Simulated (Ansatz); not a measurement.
Amorphous Si₂₄O₄₈Mo

A CHGNet melt-quench gave the starting glass, which DFT then relaxed. O atoms were pushed apart under 1.9 Å during the dynamics, to hinder bonds among them. The hot cell started wider than the set density and was brought back towards it in steps. It is the lowest in DFT energy of 2 quenches. It is a model cell: composition and starting density were chosen by hand, and all elements were melted together. No dispersion term was used. Cycles of charging and discharging annealed it further.

Methods: PBE, scalar-relativistic without spin-orbit coupling (Ansatz, an electronic-structure program); r2SCAN, scalar-relativistic without spin-orbit coupling (Ansatz); HSE06, scalar-relativistic without spin-orbit coupling (Ansatz). Geometry, pressure, stress and energy are those of the PBE run. Its sampling: a 2×2×2 Γ-centred mesh; Fermi-Dirac width 0.01 eV; collinear spin, started from moments on atoms (at the end a net moment of 2.0 μB). Other functionals are single points at the zone centre (r2SCAN at 500 eV; exact exchange cut at the cell's faces), free to take moments where seeds were set. The usual formal charges leave 6 electrons over, so the level spacing at the Fermi energy parts defect or band states and needn't be the band gap. In the spin-polarised cell the level spacing at the Fermi energy can part levels of unlike spin. At PBE the levels at both edges of the gap are localised (band-tail or defect states), and the nearest spread-out levels lie 5.3 eV apart at the zone centre.

The number of atoms in the cell comes out as 73. The density (held, not predicted) is 2.31 g/cm³. The volume per atom is 15.13 Å³. The pressure on a 2×2×2 Γ-centred mesh is 0.17 GPa, the largest force and stress component on that mesh (the relaxation ran on the zone centre alone) is 0.06 eV/Å and 0.2 GPa and the level spacing at the Fermi energy on a 2×2×2 Γ-centred mesh (PBE) comes out as 1.57 eV. The level spacing at the Fermi energy at the zone centre (PBE) comes out as 1.58 eV and the level spacing at the Fermi energy at the zone centre (r2SCAN) is 2.10 eV. The level spacing at the Fermi energy at the zone centre (HSE06) is 3.26 eV and the net moment comes out as 2.00 μB.

Bonds are counted up to Si-Si 2.60 Å, Si-O 1.96 Å, Si-Mo 2.74 Å, O-O 1.58 Å, O-Mo 2.42 Å, Mo-Mo 3.04 Å. Two cations that share two anions don't count as bonded, nor two that share one unless they lie closer than Si-Si 2.38 Å, Si-Mo 2.66 Å, Mo-Mo 2.95 Å.

| Item | Value |
|---|---|
| Mean coordination of Si by anions | 3.92 (2 with 3, 22 with 4); 3 close contacts or bonds to cations besides |
| Mean coordination of O | 2.02 (47 with 2, 1 with 3) |
| Mean coordination of Mo by anions | 3.00 (1 with 3); 1 close contacts or bonds to cations besides |
| Mean Si-O bond | 1.644 Å (spread 0.033 Å, 94 counted) |
| Mean O-Mo bond | 1.979 Å (spread 0.129 Å, 3 counted) |

Its density started from a set value of 2.31 g/cm³. The quench (nominally 480 K/ps over its main leg) was far faster than any real one, so the model tends to hold more defects than a real film. A cell of this size samples the disorder only roughly. The volume was held where the preparation left it and the shape relaxed, at a PBE pressure of 0.2 GPa. Cycles of charging lowered its energy after that relaxation.
